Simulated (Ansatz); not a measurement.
# Response to strain in SnO2

Take SnO2 in the rutile structure (space group P4_2/mnm, No. 136; a = 4.769 Å, c = 3.212 Å) as the base. Axes: x, y, z lie along a, b, c of the conventional cell.

Strains are applied to the cell and any free atomic positions relax.

Level of theory: Ansatz (an electronic-structure program), PBEsol, PAW, cutoff 420 eV, no spin-orbit coupling.

For the base:

The band gap is 0.92 eV.

Problem. The aim is a band gap between 0.56 eV and 0.62 eV. Which of these changes reaches it?
A. uniaxial strain ε_zz = +3.00 %
B. uniaxial strain ε_zz = +2.40 %
C. uniaxial strain ε_zz = +1.20 %
D. uniaxial strain ε_zz = +0.60 %

Solution. B, uniaxial strain ε_zz = +2.40 %. It gives 0.59 eV; uniaxial strain ε_zz = +0.60 % gives 0.84 eV; uniaxial strain ε_zz = +3.00 % gives 0.51 eV; uniaxial strain ε_zz = +1.20 % gives 0.75 eV. Changes not listed may reach it too

No phonon test of stability was made.
